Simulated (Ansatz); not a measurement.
The starting structures come from a database of crystals and need not be the phases stable at ambient conditions.

The decay constant κ of evanescent states in the gap governs leakage through a thin film.

Data:

```
CELL_PARAMETERS angstrom
      4.09823     0.00000     0.00000
     -2.04911     3.54917     0.00000
      2.04911     1.18306     7.32767
ATOMIC_POSITIONS crystal
  Tl 0.00000 0.50000 0.50000
  Bi 0.00000 0.00000 0.00000
  S  0.47616 0.73808 0.78576
  S  0.52384 0.26192 0.21424
```

Space group of this cell: R-3m. The cell was relaxed by PBE-D3(BJ); by PBEsol its mean pressure is -0.9 GPa.

Transport runs along the normal of the first two printed cell vectors, the (001) plane of the conventional cell.

The gap is the functional's own, uncorrected, and κ follows it; spin-orbit coupling is left out. Mid-gap values are interpolated between the computed energies.

### Question
Estimate the band gap and the smallest decay constant κ at mid-gap that PBEsol run with Ansatz (an electronic-structure program) returns for this system.

### Answer
Gap 0.26 eV on a 10×10×10 mesh; κ = 0.045 1/Å, at the zone centre.
